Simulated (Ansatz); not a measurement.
Data:

```xyz
5
Lattice="4.0049 0.0000 0.0000 -2.0025 3.4684 0.0000 0.0000 0.0000 6.2347" Properties=species:S:1:pos:R:3 pbc="T T T"
La     0.0000     2.3122     1.5556
La     2.0025     1.1561     4.6791
O      0.0000     0.0000     0.0000
O      0.0000     2.3122     4.0223
O      2.0025     1.1561     2.2124
```

No spin polarisation.

Calculations: DFT with r2SCAN, PAW potentials and a 500 eV plane-wave cutoff in Ansatz (a first-principles code), spin-orbit coupling left out. k-mesh 10×10×6 (Γ-centred); smearing 0.05 eV (Fermi–Dirac).

Predict the band gap, electron mass and width of the top valence band.

The band gap is 4.09 eV. The electron mass comes out as 1.4 mₑ along c, 1.3 mₑ across (at K) and the width of the top valence band is 0.41 eV.

The cells carry an imposed strain or load. Effective masses come from finite differences of ±0.01 Å⁻¹. Stability against distortions was not tested. The cell was made from La$_{2}$O$_{3}$ (space group P-3m1, No. 164) by this change: isotropic strain +1.77 %.
